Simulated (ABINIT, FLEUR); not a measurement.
An ABINIT input for a self-consistent single point of Tc₃Sn (P-6m2, 4 atoms in the cell) (DFT, PBEsol, plane waves, norm-conserving pseudopotentials (PseudoDojo nc-sr-04 PBEsol standard)):

```
# Tc3Sn, PseudoDojo nc-sr-04 PBEsol standard
pp_dirpath "./"
pseudos "Tc.upf, Sn.upf"
acell 5.4470674701 5.4470674701 15.9869280568
rprim
         1.0000000000    0.0000000023    0.0000000000
        -0.5000000020    0.8660254026    0.0000000000
         0.0000000000    0.0000000000    1.0000000000
natom 4
ntypat 2
znucl 43 50
typat 1 1 1 2
xred
         0.0000000000    0.0000000000    0.5000000000
         0.3333333333    0.6666666667    0.2617800000
         0.3333333333    0.6666666667    0.7382200000
         0.0000000000    0.0000000000    0.0000000000
ecut 42
occopt 3
tsmear 0.05 eV
nband 39
kptopt 1
ngkpt 12 12 4
nshiftk 1
shiftk 0 0 0
nstep 80
tolvrs 1.0e-12
prtwf 0
prtden 0
enunit 1
```

Translate this input to FLEUR.

One input that does it (others would too):

Input of the input generator:

```
Tc3Sn
&input film=f /
2.8824639714 0.0000000066 0.0000000000
-1.4412319915 2.4962870214 0.0000000000
0.0000000000 0.0000000000 8.4599180000
1.8897261246
1.0 1.0 1.0

4
43 -0.0000001667 0.0000001667 0.5000000000
43 0.3333331667 0.6666668333 0.2617800000
43 0.3333331667 0.6666668333 0.7382200000
50 -0.0000001667 0.0000001667 0.0000000000

&comp jspins=1 /
&exco xctyp='PBEs' /
&kpt div1=12 div2=12 div3=4 gamma=t /
&end /
```

```xml
<?xml version="1.0" encoding="UTF-8" standalone="no"?>
<fleurInput fleurInputVersion="0.39">
   <comment>
      Tc3Sn                                                                                               
   </comment>
   <calculationSetup>
      <cutoffs Kmax="4.3" Gmax="12.9" GmaxXC="12.9" numbands="0"/>
      <scfLoop itmax="80" minDistance="0.00001" maxIterBroyd="40" imix="Anderson" alpha="0.05" precondParam="0.0" spinf="2.0"/>
      <coreElectrons ctail="T" frcor="F" kcrel="0" coretail_lmax="0"/>
      <xcFunctional name="PBEs" relativisticCorrections="F"/>
      <magnetism jspins="1"/>
      <soc l_soc="F" theta="0.0" phi="0.0" spav="F"/>
      <expertModes spex="0" secvar="F"/>
      <geometryOptimization l_f="T" forcealpha="1.0" forcemix="BFGS" epsdisp="0.00001" epsforce="0.00001"/>
      <ldaU l_linMix="F" mixParam="0.05" spinf="1.0"/>
   </calculationSetup>
   <cell>
      <bzIntegration valenceElectrons="59.0" mode="hist" fermiSmearingEnergy="0.00183747">
         <kPointListSelection listName="default-1"/>
         <!-- k-points included here -->
         <xi:include xmlns:xi="http://www.w3.org/2001/XInclude" href="kpts.xml"> </xi:include>
      </bzIntegration>
      <!-- symmetry operations included here -->
      <xi:include xmlns:xi="http://www.w3.org/2001/XInclude" href="sym.xml"> </xi:include>
      <bulkLattice scale="1.0">
         <bravaisMatrix>
            <row-1>    5.4470674699728470     0.0000000124721924     0.0000000000000000</row-1>
            <row-2>   -2.7235337459468352     4.7172987988394990     0.0000000000000000</row-2>
            <row-3>    0.0000000000000000     0.0000000000000000    15.9869280565737828</row-3>
         </bravaisMatrix>
      </bulkLattice>
   </cell>
   <atomSpecies>
      <species name="Technetium (Tc)" element="Tc" atomicNumber="43">
         <mtSphere radius="2.31" gridPoints="797" logIncrement="0.016"/>
         <atomicCutoffs lmax="10" lnonsphr="8"/>
         <electronConfig flipSpins="F">
            <coreConfig>(1s1/2) (2s1/2) (2p1/2) (2p3/2) (3s1/2) (3p1/2) (3p3/2) (3d3/2) (3d5/2)</coreConfig>
            <valenceConfig>(4s1/2) (4p1/2) (4p3/2) (5s1/2) (4d3/2) (4d5/2)</valenceConfig>
            <stateOccupation state="(4d3/2)" spinUp="1.0" spinDown="1.0"/>
            <stateOccupation state="(4d5/2)" spinUp="1.5" spinDown="1.5"/>
         </electronConfig>
         <energyParameters s="5" p="5" d="4" f="4"/>
         <lo type="SCLO" l="0" n="4" eDeriv="0"/>
         <lo type="SCLO" l="1" n="4" eDeriv="0"/>
      </species>
      <species name="Tin (Sn)" element="Sn" atomicNumber="50">
         <mtSphere radius="2.59" gridPoints="893" logIncrement="0.015"/>
         <atomicCutoffs lmax="10" lnonsphr="8"/>
         <electronConfig flipSpins="F">
            <coreConfig>(1s1/2) (2s1/2) (2p1/2) (2p3/2) (3s1/2) (3p1/2) (3p3/2) (4s1/2) (3d3/2) (3d5/2) (4p1/2) (4p3/2)</coreConfig>
            <valenceConfig>(5s1/2) (4d3/2) (4d5/2) (5p1/2) (5p3/2)</valenceConfig>
            <stateOccupation state="(5p1/2)" spinUp="0.3333333333333" spinDown="0.3333333333333"/>
            <stateOccupation state="(5p3/2)" spinUp="0.6666666666667" spinDown="0.6666666666667"/>
         </electronConfig>
         <energyParameters s="5" p="5" d="5" f="4"/>
         <lo type="SCLO" l="2" n="4" eDeriv="0"/>
      </species>
   </atomSpecies>
   <atomGroups>
      <atomGroup species="Technetium (Tc)">
         <relPos label="                   1">.0000000000 .0000000000 1.000/2.000</relPos>
         <force calculate="T" relaxXYZ="TTT"/>
      </atomGroup>
      <atomGroup species="Technetium (Tc)">
         <relPos label="                   2">1.000/3.000 -1.000/3.000 .2617800000</relPos>
         <relPos label="                   3">1.000/3.000 -1.000/3.000 -.2617800000</relPos>
         <force calculate="T" relaxXYZ="TTT"/>
      </atomGroup>
      <atomGroup species="Tin (Sn)">
         <relPos label="                   4">.0000000000 .0000000000 .0000000000</relPos>
         <force calculate="T" relaxXYZ="TTT"/>
      </atomGroup>
   </atomGroups>
   <output dos="F" band="F" slice="F">
      <checks vchk="F" cdinf="F"/>
      <bandDOS minEnergy="-.5*Htr" maxEnergy="0.5*Htr" sigma="0.015" storeEVData="T"/>
      <vacuumDOS vacdos="F" integ="F" star="F" nstars="0" locx1="0.0" locy1="0.0" locx2="0.0" locy2="0.0" nstm="0" tworkf="0.0"/>
      <unfoldingBand unfoldBand="F" supercellX="1" supercellY="1" supercellZ="1"/>
      <plotting iplot="0" polar="F">
         <plot TwoD="T" vec1="  1.0  0.0  0.0" vec2="  0.0  1.0  0.0" vec3="  0.0  0.0  1.0" zero="  0.0  0.0  0.0" file="plot"/>
      </plotting>
      <chargeDensitySlicing numkpt="0" minEigenval="0.0" maxEigenval="0.0" nnne="0" pallst="F"/>
      <specialOutput eonly="F"/>
      <magneticCircularDichroism mcd="F" energyLo="-10.0" energyUp="0.0"/>
   </output>
  <!-- We include the file relax.xml here to enable relaxations (see documentation) -->
  <xi:include xmlns:xi="http://www.w3.org/2001/XInclude" href="relax.xml"> <xi:fallback/> </xi:include>
</fleurInput>
```

Basis settings and potentials, where a program has them, do not carry over. This input uses DFT, PBEsol, all-electron FLAPW (FLEUR), scalar-relativistic valence.

The starting cell comes from a database of computed structures (which also holds hypothetical and non-ambient phases and stackings), without a prior relaxation at this level. Its lattice was rescaled by a random factor within 2.5 % of one.
